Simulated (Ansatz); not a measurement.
A computed series for KTaO3: pressure series

Base system: KTaO3 in the cubic perovskite structure (space group Pm-3m, No. 221; a = 4.024 Å).

Cell and atoms are relaxed at each pressure.

Method: PBE (Ansatz, a program for electronic structure, PAW, no spin-orbit coupling).

```json
[
 {"pressure (GPa)": "-2", "volume per atom (Å³/atom)": "13.178"},
 {"pressure (GPa)": "-1", "volume per atom (Å³/atom)": "13.106"},
 {"pressure (GPa)": "0", "volume per atom (Å³/atom)": "13.035"},
 {"pressure (GPa)": "0.3", "volume per atom (Å³/atom)": "13.016"},
 {"pressure (GPa)": "0.7", "volume per atom (Å³/atom)": "12.989"},
 {"pressure (GPa)": "1.5", "volume per atom (Å³/atom)": "12.934"},
 {"pressure (GPa)": "5", "volume per atom (Å³/atom)": "12.713"},
 {"pressure (GPa)": "7.5", "volume per atom (Å³/atom)": "?"},
 {"pressure (GPa)": "10", "volume per atom (Å³/atom)": "12.428"}
]
```

Question: Fit the third-order Birch–Murnaghan form P(V) = (3B₀/2)[(V₀/V)^(7/3) − (V₀/V)^(5/3)]·[1 + (3/4)(B₀′ − 4)((V₀/V)^(2/3) − 1)] (squares taken in P) to the rows shown and predict the withheld row.

Answer: Least squares on the printed values gives V₀ = 13.036 Å³/atom, B₀ = 189 GPa, B₀′ = 4.3; this predicts 12.566 Å³/atom, and the run gives 12.566 Å³/atom, in agreement.

Measured bulk modulus of KTaO3: 220 GPa (temperature not stated; as listed in S. Tinte et al., Phys. Rev. B (1998)); the computed value is for a static lattice, so the two differ by thermal effects too.

Load acts through the strain it causes; cell and atoms are relaxed under it. No phonon test of stability was made. Competing high-pressure phases were not computed.
